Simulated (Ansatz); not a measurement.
Hypothetical rock salt WGe: tensor shear ε_yz = +1.51 %

Base system: WGe in the rock salt structure (space group Fm-3m, No. 225; a = 5.123 Å; a hypothetical phase, not in the database extracts checked; relaxed with 0.1 eV smearing). Axes: x, y, z lie along the cube axes.

Modification: a pure shear with ε_yz = ε_zy = 0.0151, atoms relaxed at fixed cell.

All numbers come from DFT with r2SCAN, PAW potentials and a 500 eV plane-wave cutoff in Ansatz (a quantum-chemistry and plane-wave program), scalar-relativistic without spin-orbit coupling, earlier PAW set. k-mesh 19×19×19 (Γ-centred); smearing 0.1 eV (Fermi–Dirac).

The space group goes from Fm-3m (No. 225) to Immm (No. 71) and the shortest interatomic distance stays 2.562 Å. The energy drops by 0.3 meV/atom and the band gap stays zero. The stress (xx, yy, zz, yz, xz, xy; compression positive) comes out as (-0.1, 0.0, 0.0, 0.2, 0.0, 0.0) GPa.

Final structure:

```xyz
2
Lattice="0.0000 2.6003 2.6003 2.5616 0.0387 2.5616 2.5616 2.5616 0.0387" Properties=species:S:1:pos:R:3 pbc="T T T"
Ge     0.0000     0.0000     0.0000
W      2.5616     2.6003     2.6003
```

The cells carry an imposed strain or load. Stability against distortions was not tested. The final runs are not spin-polarised. Under tensor shear ε_yz = +1.51 % the cell ends below the base's energy or with stress of the wrong sign: the atoms slid into a distortion or the cell is elastically unstable, so the base is not a stable minimum at this level. WGe has a high density of states at the Fermi level and may be magnetic at this level.
